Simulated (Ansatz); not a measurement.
Consider GeS in the GeS type structure (space group Pnma, No. 62; a = 10.661 Å, b = 3.681 Å, c = 4.356 Å; layered, stacked along the Cartesian x axis). Axes: x, y, z lie along a, b, c of the conventional cell.

Method: Ansatz (a first-principles code) PBE-D3(BJ), without spin-orbit coupling.

Modification: uniaxial strain ε_yy = +0.51 %, all other strain components held at zero; the atoms relax in the strained cell.

Q: Predict the stress tensor and what it implies for the stiffness.

A: Stress of the strained cell less that of the base (GPa, compression positive):
```
  -0.22    0.00    0.00
   0.00   -0.60    0.00
   0.00    0.00   -0.33
```

Then −Δσ_ii/ε with ε = 0.0051 gives relaxed-ion elastic constants: C22 ≈ 117 GPa and C23 ≈ 65 GPa.

No phonon test of stability was made. The program warned that a D3 coordination switch lies within reach, so dispersion energies are less smooth here.
